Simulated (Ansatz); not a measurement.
## ZnO: stress against strain

ZnO (wurtzite, P6_3mc, 11.778 Å³/atom at rest, c along z) under a strain ε along c (axis z), the other axes held. PBEsol in Ansatz, a plane-wave DFT program (PAW, default set), 420 eV, 12×12×7 Γ-centred mesh, Fermi-Dirac smearing 0.05 eV; ions are relaxed within the symmetry of each cell. Stress is positive for a compressed cell.

Here s stands for strain and y for stress zz.

| strain (%) | stress zz (GPa) |
|---|---|
| -1.20 | 2.64 |
| -0.60 | 1.31 |
| 0.00 | 0.01 |
| 0.60 | -1.28 |
| 1.20 | -2.55 |
| 3.00 | ? |

Question: Using a straight line, estimate the missing y at s = 3.00 from the other rows, showing the fit.

Answer: Means: s 0, y 0.026. About the means, the sum of products is -7.7820 and the sum of squares of s is 3.6000; the slope is their ratio. Least squares gives y = 0.026 - 2.1617·s. Residuals (row less fit): 0.020, -0.013, -0.016, -0.009, 0.018; standard error 0.020 (degrees of freedom: 3). The slope gives the elastic constant C33 = 216 ± 1.1 GPa. At the withheld row, y = 0.026 - 2.1617 × 3.0 = -6.459 GPa. The calculation gives -6.41 GPa, 0.049 GPa above the prediction (0.5 % of the range of y in the table). The row lies outside the fitted rows, so this is an extrapolation. From the scatter of the fitted rows alone, a prediction at this place has a standard error of 0.039 GPa, so the miss is 1.3 times that.

One order more doesn't follow all runs of the series either: the slope changes along it. Rows are the converged runs of the series near zero and its far end; series whose fitted rows scatter by over a few per cent of the range, as at a crossing or softening among them, aren't shown in this form. Most that stay on the fit to the last digits aren't either.
